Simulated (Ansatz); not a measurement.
CsCl-type CuZn was calculated with r²SCAN-D4 in Ansatz (plane waves, PAW).

The input as run:

Ansatz 0.2 input:
```yaml
crystal:
  lattice:
    - [2.8871295263, 0.0, 0.0]
    - [0.0, 2.8871295263, 0.0]
    - [0.0, 0.0, 2.8871295263]
  atoms:
    - { symbol: Zn, position: [0.5, 0.5, 0.5] }
    - { symbol: Cu, position: [0.0, 0.0, 0.0] }
basis:
  ecutwfc: 560
  ecutrho_ratio: 4
  xc_grid: 3
kpoints:
  mp_grid: { grid: [18, 18, 18] }
hamiltonian:
  xc: r2scan
  dispersion: d4
  pseudopotentials: { kind: paw }
scf:
  occupations: { method: fermi_dirac, width: 0.05 }
  convergence: { dr2_threshold: 0.0000000002 }
output:
  forces: true
  stress: true
  eigenvalues: true
```

Task: How many irreducible k-points, plane waves at Γ does the program set up, and what pressure does the run end with?

Result: 220 irreducible k-points, 739 plane waves at Γ; P = 2.98 GPa, so the cell is compressed on average and its volume would grow at this level.

From the output:

```
Crystal: 2 atoms, lattice volume = 24.066 Å³
Basis set: ecut = 560 eV, 739 PW (Γ), exchange–correlation on 72×72×72 points (27 copies of the dense FFT grid, shifted against one another)
Bands: 20, of which v1, the nominal top of the filled ones, is band 16 counted from 1 (15 counted from 0)
Symmetry: 48 space group operations
Space group: Pm-3m (ITA 221), of the structure as read, at distance tolerance 2.9e-5 Å
k-points: 220 of 5832
Functional: x = r2scan, c = r2scan; τ floored in thin density (d = 2e-4 eV/Å³)
SCF iter   1: F=—  HF=-9957.475666 eV  |F-HF|=—  |Δ(HF+E_count)|=         —  Δρ=3.37e-2  dr2=1.50e-1  dr2_τ=2.30e-3
SCF iter   2: F=—  HF=-9957.459355 eV  |F-HF|=—  |Δ(HF+E_count)|=   1.63e-2  Δρ=1.10e-2  dr2=1.27e-2  dr2_τ=1.23e-3
  ...
SCF iter   8: F=—  HF=-9957.447514 eV  |F-HF|=—  |Δ(HF+E_count)|=   6.67e-6  Δρ=1.81e-5  dr2=4.22e-8  dr2_τ=1.39e-10
SCF iter   9: F=-9957.447514 eV  HF=-9957.447514 eV  |F-HF|=1.82e-12  |Δ(HF+E_count)|=   3.21e-9  Δρ=7.12e-7  dr2=5.09e-11  dr2_τ=2.42e-12
SCF 1 converged in 9 iterations: F = -9957.447514 eV  dr2 = 5.09e-11
SCF converged after 9 iterations
Free energy (F): -9957.447514 eV
Internal energy: -9957.443367 eV  (E = F + TS)
E sigma→0 (E₀):  -9957.445441 eV
Fermi energy:    15.467370 eV
--- Forces (eV/Å), atoms counted from 1 ---
  atom   1  Zn     0.00000000    -0.00000000    -0.00000000
  atom   2  Cu    -0.00000000     0.00000000    -0.00000000
--- Stress (GPa, compression-positive) ---
        2.982973      -0.000000       0.000000
        0.000000       2.982973       0.000000
        0.000000       0.000000       2.982973
  P = ⅓ Tr σ = 2.9830 GPa (29.830 kbar)
```

The cell is one volume of an energy–volume scan, off the minimum.

The PAW data were made under PBE.

The result took around 17 core-seconds (rough).

Ansatz is a program for electronic structure.
